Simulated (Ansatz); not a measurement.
## The (22-43) surface of hcp Mg in its 1x1 cell, outermost plane spacing 0.36 Å in the ideal cut

These are PBE (plane waves to 420 eV, PAW; Ansatz, a first-principles code) values and carry that method's errors.

Slab: 29 atoms, 10.2 Å thick at the start (thin: gaps and levels are the slab's own); k 7x4x1, smearing 0.1 eV, dipole-corrected; all atoms relaxed; no symmetry held; no spin, no spin-orbit, no U.

| Quantity | Value |
|---|---|
| work function of the top face | 3.54 eV |
| energy released by relaxation | 0.12 eV |
| cost | about 25 core-minutes (a rough figure) |
